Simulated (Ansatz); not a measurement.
The starting structures come from a database of crystals and need not be the phases stable at ambient conditions.

The decay constant κ of evanescent states in the gap governs leakage through a thin film.

Consider the following.

```yaml
crystal:
  lattice:
    - [5.16405, 0.00000, 0.00000]
    - [-2.58203, 4.47220, 0.00000]
    - [2.58203, 1.49073, 4.63437]
  atoms:
    - { symbol: Li, position: [0.50000, 0.75000, 0.75000] }
    - { symbol: Li, position: [0.50000, 0.25000, 0.25000] }
    - { symbol: Nb, position: [0.00000, 0.50000, 0.50000] }
    - { symbol: Nb, position: [0.00000, 0.00000, 0.00000] }
    - { symbol: O, position: [0.50000, 0.62963, 0.25000] }
    - { symbol: O, position: [0.50000, 0.37036, 0.75000] }
    - { symbol: O, position: [0.12036, 0.87036, 0.25000] }
    - { symbol: O, position: [0.87963, 0.12964, 0.75000] }
    - { symbol: O, position: [0.87963, 0.25000, 0.25000] }
    - { symbol: O, position: [0.12037, 0.75000, 0.75000] }
```

The cell is strained (lengths across the current scaled by 0.98, ions clamped); by r2SCAN it stands under a pressure of -1.1 GPa.

Transport runs along the normal of the first two printed cell vectors, the (001) (indices of the unstrained crystal) plane of the conventional cell.

No gap correction and no spin-orbit coupling; mid-gap is the computed energy nearest the middle.

Question: Predict the band gap and the smallest decay constant κ at mid-gap from r2SCAN (Ansatz, a first-principles code).

Answer: Gap 2.94 eV on a 8×8×8 mesh; κ = 0.301 1/Å, at (0.500, 0.000) of the in-plane reciprocal vectors. At the zone centre the slowest state has κ = 0.31 1/Å.
